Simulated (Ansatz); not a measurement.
System: cubic perovskite CsPbCl3 (cubic high-temperature phase). Method: PBEsol+SOC in Ansatz (plane waves, PAW).

Settings: plane-wave cutoff 520 eV, 6×6×6 k mesh, Fermi–Dirac smearing 0.01 eV, PAW data made under PBE.

Computed at the level's own relaxed cell.

Question: Give the computed pressure derivative B′ of the bulk modulus, direct gap at Γ, equilibrium volume per atom and lattice constant a.

Answer: 
* **pressure derivative B′ of the bulk modulus**: 4.7
* **direct gap at Γ**: 5.69 eV
* **equilibrium volume per atom**: 35.30 Å³/atom
* **lattice constant a**: 5.610 Å

Note: the relaxation could not lower the start's symmetry, so the cell can be a saddle point above a distorted one.

The computed numbers hold no vibrational or temperature effects.

Ansatz is a first-principles code.
